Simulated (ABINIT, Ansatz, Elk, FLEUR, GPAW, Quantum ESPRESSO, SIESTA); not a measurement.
One structure in several programs: Ta (Im-3m, 1 atom in the cell)

Self-consistent single point, at a second geometry (lattice scaled by 0.98). First geometry:

```yaml
crystal:
  lattice:
    - [-1.67793, 1.67793, 1.67793]
    - [1.67793, -1.67793, 1.67793]
    - [1.67793, 1.67793, -1.67793]
  atoms:
    - { symbol: Ta, position: [0.00000, 0.00000, 0.00000] }
```

Shared settings, as Ansatz (a quantum-chemistry and plane-wave program) writes them: kpoints.mp_grid.grid = 18 18 18; scf.occupations.method = fermi_dirac; scf.occupations.width = 0.136 eV. Potentials and cutoffs stand in the table.

```tsv
code	model	ΔF from the first geometry (meV/atom)	pressure (GPa)	cutoff
Elk	PBE, all-electron FP-LAPW, Elk's shipped species files, APW+lo basis with extra local orbitals	13.7	–	rgkmax 7.5
ABINIT	PBE, PAW (JTH v2.0 PBE PAW)	-0.2	5.69	20 Ha
FLEUR	PBE, all-electron FLAPW (FLEUR), scalar-relativistic valence	1.8	–	Kmax 3.9 1/bohr
SIESTA	GGA PBE, numerical atomic orbitals DZP, PseudoDojo PBE standard norm-conserving potentials (rewritten from UPF to PSML)	-17.7	3.70	grid 350 Ry
GPAW	PBE, GPAW PAW datasets PBE (gpaw-data 1.0.1)	1.1	6.30	600 eV
Ansatz	PBE, default PAW files	-0.7	5.95	default
Quantum ESPRESSO	PBE, SSSP 1.1.2 precision (PBE) pseudopotentials	-1.8	5.53	50 Ry
```

A dash marks a value that a program does not give, or that is left out as unsure.

On Ansatz's run: spin-orbit coupling is off. Spin polarisation is off.

The spread over the programs that give each value: ΔF from the first geometry within 31.4 meV/atom; pressure within 2.60 GPa.

SIESTA uses small atom-centred bases, whose incompleteness enters pressures, forces and empty levels differently from a plane-wave cutoff. Elk and FLEUR treat all electrons, but the usual bases taken here (sphere radii, linearisation, local orbitals, empty states) were not tested for convergence, so the values are no reference for the others. Ansatz's pressure is given at a fixed set of plane waves, as the other plane-wave codes print theirs; with its correction for the finite basis it is 6.01 GPa. In the pressure, SIESTA (by 2.12) lies more than 1 GPa from the median of the plane-wave programs.

The starting cell comes from a database of computed structures (which also holds hypothetical and non-ambient phases and stackings), without a prior relaxation at this level. Its lattice was rescaled by a random factor within 2.5 % of one. For this run, on top of that: lattice scaled by 0.98.

Keys are those of Ansatz 0.2.
